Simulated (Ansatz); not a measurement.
InP: response to strain

The parent structure is InP in the zinc blende structure (space group F-43m, No. 216).

```yaml
crystal:
  lattice:
    - [0.00000, 2.95348, 2.95348]
    - [2.95348, 0.00000, 2.95348]
    - [2.95348, 2.95348, 0.00000]
  atoms:
    - { symbol: In, position: [0.00000, 0.00000, 0.00000] }
    - { symbol: P, position: [0.25000, 0.25000, 0.25000] }
```

Cartesian axes are those of the cell as printed.

Strains are applied to the cell and any free atomic positions relax.

All numbers come from Kohn–Sham DFT with the r2SCAN functional, run in Ansatz (a quantum-chemistry and plane-wave program) with PAW and 500 eV plane waves, no spin-orbit coupling.

Notes on the quantities. energy relative to the base: free energy F; pressure: mean of the normal stresses, compression positive.

```json
[
 {"case": "base", "energy relative to the base": "0 meV/atom", "band gap": "1.03 eV", "pressure": "0.00 GPa", "volume per atom": "25.76 Å³"},
 {"case": "tensor shear ε_xy = +1.71 %", "energy relative to the base": "+4.3 meV/atom", "band gap": "0.89 eV", "pressure": "0.01 GPa", "volume per atom": "25.76 Å³"},
 {"case": "tensor shear ε_xy = +2.00 %", "energy relative to the base": "+5.9 meV/atom", "band gap": "0.86 eV", "pressure": "0.02 GPa", "volume per atom": "25.75 Å³"},
 {"case": "tensor shear ε_xy = +0.29 %", "energy relative to the base": "+0.1 meV/atom", "band gap": "1.01 eV", "pressure": "0.00 GPa", "volume per atom": "25.76 Å³"},
 {"case": "tensor shear ε_xy = +0.57 %", "energy relative to the base": "+0.5 meV/atom", "band gap": "0.99 eV", "pressure": "0.00 GPa", "volume per atom": "25.76 Å³"},
 {"case": "tensor shear ε_xy = +0.86 %", "energy relative to the base": "?", "band gap": "?", "pressure": "0.00 GPa", "volume per atom": "25.76 Å³"},
 {"case": "tensor shear ε_xy = +1.43 %", "energy relative to the base": "+3.0 meV/atom", "band gap": "0.92 eV", "pressure": "0.01 GPa", "volume per atom": "25.76 Å³"},
 {"case": "tensor shear ε_xy = +1.14 %", "energy relative to the base": "+1.9 meV/atom", "band gap": "0.94 eV", "pressure": "0.00 GPa", "volume per atom": "25.76 Å³"}
]
```

Q: What belongs in the blanks?

A: 
- tensor shear ε_xy = +0.86 %, energy relative to the base: +1.1 meV/atom
- tensor shear ε_xy = +0.86 %, band gap: 0.97 eV

No phonon test of stability was made.
